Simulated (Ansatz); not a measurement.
## How the smallest direct gap on the k points sampled of GaO (model structure, started from the beta GaS type, P6₃/mmc, No. 194, 8 atoms in the cell) moves with the method

No measured value is used here.

```
level (code)           value (eV)  cell (Å³/atom)
---------------------  ----------  --------------
LDA (Ansatz)                 0.96           12.30
PBE (Ansatz)                  ___           14.55
PBEsol (Ansatz)               ___           13.12
PBE-D3(BJ) (Ansatz)          0.95           13.21
r²SCAN (Ansatz)              1.59           13.00
r²SCAN+rVV10 (Ansatz)        1.46           12.66
```

Question: Some entries are withheld; supply them.

Answer: 
- PBE (Ansatz, a program for electronic structure), value (eV): 1.39
- PBEsol (Ansatz), value (eV): 1.11

At these levels the smallest gap is indirect and lower: PBE 1.22 eV. Computed values are for a static lattice. Levels without +SOC have no spin–orbit coupling; where heavier elements are present it shifts gaps, mostly down, and can invert bands.  Each level is taken at its own relaxed cell. Cutoffs differ between the levels. Ansatz's density-functional and Hartree–Fock values are scalar-relativistic unless marked +SOC, with PAW data made under PBE.

A model structure was made by putting elements into a prototype or built by hand; it is no filed structure, need not be a known phase, and can be a saddle point held by its symmetry.
